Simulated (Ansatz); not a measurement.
For β-phase InSe (model structure), LDA (PAW; Ansatz, a quantum-chemistry and plane-wave program) gives:

```
Property                Value
-------------------  --------
lattice constant a    3.966 Å
lattice parameter c  16.458 Å
```

**Question.** What does r²SCAN+rVV10 (plane waves, PAW; Ansatz) give for the same quantities?

**Answer.** 
- lattice constant a: 4.016 Å (rises by 1.3 %)
- lattice parameter c: 16.927 Å (increases by 2.8 %)

Changes are worked out from the printed values.

Unless a cell is named, each level is at its own relaxed cell (LDA 28.03, r²SCAN+rVV10 29.56 Å³/atom).

Ansatz's density-functional and Hartree–Fock values are scalar-relativistic unless marked +SOC, with PAW data made under PBE.

A model structure was made by putting elements into a prototype or built by hand; it is no filed structure, need not be a known phase, and can be a saddle point held by its symmetry.
